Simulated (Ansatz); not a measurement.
Consider GaSb in the zinc blende structure (space group F-43m, No. 216).

```cif
data_GaSb
_chemical_formula_sum 'Sb1 Ga1'
_space_group_name_H-M_alt 'P 1'
_space_group_IT_number 1
_cell_length_a 4.33629
_cell_length_b 4.33629
_cell_length_c 4.33629
_cell_angle_alpha 60.000
_cell_angle_beta 60.000
_cell_angle_gamma 60.000
loop_
_space_group_symop_operation_xyz
  'x, y, z'
loop_
_atom_site_label
_atom_site_type_symbol
_atom_site_fract_x
_atom_site_fract_y
_atom_site_fract_z
_atom_site_occupancy
Sb1 Sb 0.75000 0.75000 0.75000 1
Ga1 Ga 0.00000 0.00000 0.00000 1
```

The values are results of r2SCAN (Ansatz, a quantum-chemistry and plane-wave program), without spin-orbit coupling, not measurements.

Base values:

- Band gap: 0.41 eV
- Electron mass: 0.023 mₑ (at Γ)
- Lattice parameter a: 11.589 bohr

Modification: As takes the place of Sb on all its sites; the structure is relaxed again.

Tabulated Pauling electronegativity and covalent radius: Sb 2.05, 1.39 Å; As 2.18, 1.19 Å.

Problem. What does the calculation give for the band gap, electron mass and lattice parameter a after the change?

Solution. The band gap increases by 0.55 eV to 0.96 eV; the electron mass becomes 0.051 mₑ (at Γ) (base: 0.023 mₑ (at Γ)); the lattice parameter a falls by 0.880 bohr (11.589 bohr → 10.709 bohr).

Spin-orbit coupling, missing from the scalar runs, can matter with Sb. Effective masses come from finite differences of ±0.01 Å⁻¹. Stability against distortions was not tested.
